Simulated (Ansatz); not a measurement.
Take a 16-atom supercell of ZnSiP₂ in the chalcopyrite structure (space group I-42d, No. 122) at its relaxed geometry as the base.

```xyz
16
Lattice="-5.4187 5.4187 0.0000 2.7093 2.7093 5.2697 2.7093 2.7093 -5.2697" Properties=species:S:1:pos:R:3 pbc="T T T"
Zn     0.0000     2.7093     2.6349
Zn    -2.7093     5.4187    -2.6349
Zn     0.0000     0.0000     0.0000
Zn     0.0000     5.4187     0.0000
Si     0.0000     8.1280    -2.6349
Si     0.0000     2.7093    -2.6349
Si     2.7093     2.7093     0.0000
Si    -2.7093     2.7093     0.0000
P      1.3547     1.4484    -1.3174
P      1.3547     6.8671    -1.3174
P     -1.3547     9.3890    -1.3174
P     -1.3547     3.9703    -1.3174
P     -1.4484     6.7734     1.3174
P      1.2610     4.0640    -3.9523
P      1.4484     4.0640     1.3174
P     -1.2610     6.7734    -3.9523
```

Method: PBE (Ansatz, a first-principles code; PAW; 420 eV plane waves; no spin-orbit coupling).

One neutral defect a cell, atoms relaxed at fixed cell.

One change was made to it. Results:

The largest displacement of a host atom from its site in the perfect cell is 0.26 Å; the pressure goes from zero to 2.7 GPa.

**Question.** What was done to the base?
(A) Al on a P site
(B) P on a Zn site (antisite), symmetric start
(C) Sn on a Si site

**Answer.** A, Al on a P site. For comparison, the pressure in the other runs: P on a Zn site (antisite), symmetric start gives 0.5 GPa; Sn on a Si site gives 4.1 GPa.

Other magnetic orders, which the real material may have, were not ruled out. The cell is small, so the values are those of an ordered compound at a high defect concentration; dilute-limit values will differ. The mesh was chosen for an insulator and is coarse for the gapless case. Defects with a symmetric start kept the site's symmetry and may sit on a saddle; the others started slightly shaken. Starting moments died away, wholly or in part, for Al on a P site, P on a Zn site (antisite) and Sn on a Si site; another magnetic solution may exist.
